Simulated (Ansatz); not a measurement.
Start from MgS in the rock salt structure (space group Fm-3m, No. 225; a = 5.182 Å).

Computed with plane-wave PAW DFT at the PBEsol level (Ansatz, a quantum-chemistry and plane-wave program, 420 eV), no spin-orbit coupling.

One change was made to it. Results:

```json
[
 {"quantity": "volume per atom", "base": "17.39 Å³", "after": "17.20 Å³"},
 {"quantity": "hole mass (degenerate bands, along [100])", "base": "0.25, 0.92, 0.92 mₑ (at Γ)", "after": "0.25, 0.91, 0.91 mₑ (at Γ)"},
 {"quantity": "band gap", "base": "2.73 eV", "after": "2.75 eV"}
]
```

Q: Which of these changes matches the shifts?
A. pressure 0.9 GPa
B. pressure 9 GPa
C. pressure 2.1 GPa
D. pressure 22.5 GPa

A: A, pressure 0.9 GPa. For comparison, the hole mass in the other runs: pressure 22.5 GPa gives 0.28, 0.74, 0.74 mₑ (at Γ); pressure 2.1 GPa gives 0.25, 0.89, 0.89 mₑ (at Γ); pressure 9 GPa gives 0.26, 0.83, 0.83 mₑ (at Γ).

Load acts through the strain it causes; cell and atoms are relaxed under it. Effective masses come from finite differences of ±0.01 Å⁻¹. Whether these cells are dynamically stable was not tested. Competing high-pressure phases were not computed.
